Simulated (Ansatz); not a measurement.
**GaSb: energy against volume**

GaSb (zinc blende, F-43m, 28.827 Å³/atom and stress up to 0.01 GPa in the relaxed cell, cube axes along x, y and z) under an equal strain ε along all three axes. r2SCAN in Ansatz, a plane-wave DFT program (PAW, default set), 500 eV, 13×13×13 Γ-centred mesh, Fermi-Dirac smearing 0.05 eV; ions are relaxed, or left where forces stay under 0.02 eV/Å, within the symmetry of each cell.

Here V stands for volume and E for E less E0.

| volume (Å³/atom) | E less E0 (meV/atom) | pressure (GPa) |
|---|---|---|
| 27.1314 | 18.71 | 3.74 |
| 27.5488 | 10.34 | 2.70 |
| 27.9705 | 4.52 | 1.74 |
| 28.3964 | 1.12 | 0.84 |
| 28.8266 | 0.00 | 0.01 |
| 29.2612 | 1.04 | -0.76 |
| 29.7001 | 4.13 | -1.47 |
| 30.1434 | 9.13 | -2.13 |
| 30.5911 | 15.94 | -2.73 |
| 31.4996 | ? | ? |

Q: Using the third-order Birch-Murnaghan form, a cubic in V^(-2/3), estimate the missing E at V = 31.4996 from the other rows, showing the fit.

A: With u = V^(-2/3) - 0.1064, the rows have u = 0.0043521, 0.0032305, 0.0021258, 0.0010380, -0.0000336, -0.0010894, -0.0021295, -0.0031543, -0.0041641. Least squares gives E = 0.005 + 79.7·u + 953472·u² + 3648322·u³. Residuals (row less fit): -0.002, 0.004, 0.002, 0.001, -0.003, -0.005, 0.006, 0.004, -0.003; standard error 0.005 (degrees of freedom: 5). Its minimum lies at u = -0.0000418, so V0 = (0.1063582)^(-3/2) = 28.83. There d²E/du² = 1906000 and d³E/du³ = 2.189e7, so B0 = (4/9) × 28.83^(-7/3) × 1906000 × 0.160218 = 53.3 GPa (the last factor turns the table's units into GPa), and B0' = 4 + (2/3) × 0.1063582 × (2.189e7)/1906000 = 4.8. B0' rests on the cubic coefficient alone and has a standard error of 0.1 from these residuals. At the withheld row, u = -0.0061395, so E = 0.005 + 79.7 × (-0.0061395) + 953472 × (-0.0061395)² + 3648322 × (-0.0061395)³ = 34.611 meV/atom. The calculation gives 34.58 meV/atom, 0.031 meV/atom below the prediction (0.1 % of the range of E in the table). The row lies outside the fitted rows, so this is an extrapolation. The scatter of the fitted rows lies at the last printed digit.

This level leaves no gap over 0.05 eV at strain 2.00, 3.00 %. Spin-orbit coupling is left out, which can shift these values for the heavy elements here. Other structures, which can take over under pressure, weren't tried. The same form fitted to the pressure column gives B0' = 4.8; series where the two differ by over 0.4 aren't shown. Rows are the converged runs of the series near zero and its far end, less any whose ions stayed unrelaxed beside relaxed ones; series whose fitted rows scatter by over a few per cent of the range, as at a crossing or softening among them, aren't shown in this form.
